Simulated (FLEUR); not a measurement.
**Equation of state of fcc Pb (space group 225): energy against volume (FLEUR, LDA)**

```yaml
crystal:
  lattice:
    - [0.00000, 2.37874, 2.37874]
    - [2.37874, 0.00000, 2.37874]
    - [2.37874, 2.37874, 0.00000]
  atoms:
    - { symbol: Pb, position: [0.00000, 0.00000, 0.00000] }
```

Method: LDA (Vosko-Wilk-Nusair), all-electron FLAPW (FLEUR), scalar-relativistic valence run with FLEUR. Settings: Kmax = 4.33 1/bohr; GmaxXC = 15.2 1/bohr; xcFunctional = vwn; jspins = 1; l_soc = F; mode = hist; fermiSmearingEnergy = 0.00183747 Htr; mesh (inpgen div1-3) = 21 21 21; inpgen gamma flag = false; Gmax = 15.2 1/bohr; numbands = 0; maxIterBroyd = 15; imix = Anderson; alpha = 0.05; precondParam = 0; minDistance = 1e-05 me/bohr^3. The cell above is the first row's. The rows scale it uniformly. In all rows the k mesh is held. E is the free energy at the stated smearing, counted from the lowest row.

```csv
V (Å^3/atom),E (meV/atom)
26.920,?
27.505,15.67
28.090,5.89
28.675,0.84
29.261,0.00
29.846,2.91
30.431,9.16
31.016,18.37
31.601,30.22
```

Question: Fit E against V with the third-order Birch-Murnaghan form, a cubic in V^(-2/3), and predict the withheld value at V = 26.920.

Answer: With u = V^(-2/3) - 0.1047, the rows have u = 0.0050469, 0.0035178, 0.0020409, 0.0006110, -0.0007696, -0.0021059, -0.0034000, -0.0046541. Least squares gives E = 0.842 - 1959.8·u + 952146·u² + 3633152·u³. Residuals (row less fit): 0.000, 0.001, 0.001, -0.001, -0.003, 0.002, 0.001, -0.001; standard error 0.002 (degrees of freedom: 4). Its minimum lies at u = 0.0010232, so V0 = (0.1057232)^(-3/2) = 29.09. There d²E/du² = 1927000 and d³E/du³ = 2.180e7, so B0 = (4/9) × 29.09^(-7/3) × 1927000 × 0.160218 = 52.7 GPa (the last factor turns the table's units into GPa), and B0' = 4 + (2/3) × 0.1057232 × (2.180e7)/1927000 = 4.8. At the withheld row, u = 0.0066311, so E = 0.842 - 1959.8 × 0.0066311 + 952146 × 0.0066311² + 3633152 × 0.0066311³ = 30.773 meV/atom. The calculation gives 30.78 meV/atom, 0.007 meV/atom above the prediction (under 0.05 % of the range of E in the table). The row lies outside the fitted rows, so this is an extrapolation. From the scatter of the fitted rows alone, a prediction at this place has a standard error of 0.006 meV/atom, so the miss is 1.2 times that.

Carrying the step between the two nearest rows on in a straight line would have given 25.45, off by 5.33; series whose last step already gives the withheld value aren't shown. The scan was laid around a cell of about the measured size, scaled by a guess for this functional. Values depend on the basis (sphere radii, cutoffs, local orbitals), which need not be converged. Spin-orbit coupling is off. Cutoffs and mesh are single choices, not tested for convergence of this quantity. Series with a scatter that would blur these digits, or in which a gap closes, are not shown. Nor are scans whose minimum lies at an end fitted in this form.
